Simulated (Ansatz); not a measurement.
System: cubic perovskite CsHgBr3 (idealised or unconfirmed structure). Method: PBEsol-D3(BJ) (plane waves, PAW; Ansatz, an electronic-structure program).

Run with plane-wave cutoff 520 eV, 10×10×10 k mesh, Fermi–Dirac smearing 0.05 eV, scalar-relativistic PAW data made under PBE.

Energies at three volumes about the minimum:

```json
[
 {"V (Å³/atom)": "31.955", "E − E_lowest (meV/atom)": "1.34"},
 {"V (Å³/atom)": "32.607", "E − E_lowest (meV/atom)": "0.00"},
 {"V (Å³/atom)": "33.259", "E − E_lowest (meV/atom)": "1.30"}
]
```

### Question
Fit a parabola by hand: where is the minimum, what lattice constant follows, and what is the bulk modulus?

### Answer
Slopes: (0.00 − 1.34)/(32.607 − 31.955) = -2.055 and (1.30 − 0.00)/(33.259 − 32.607) = 1.994 meV/Å³. Curvature E″ = 2 × (1.994 − (-2.055))/(33.259 − 31.955) = 6.210 meV/Å⁶. From the middle of the first interval, the slope vanishes at V0 = 32.2810 − (-2.055)/6.210 = 32.612 Å³/atom. B = V0 E″ = 32.612 × 6.210 meV/Å³ × 0.1602 GPa per meV/Å³ = 32.4 GPa. With 5 atoms in the cube, a = (5 × 32.612)^(1/3) = 5.463 Å. The full Birch–Murnaghan fit to all volumes gives V0 = 32.598 Å³/atom and B0 = 32.5 GPa.

Note: the relaxation could not lower the start's symmetry, so the cell can be a saddle point above a distorted one.
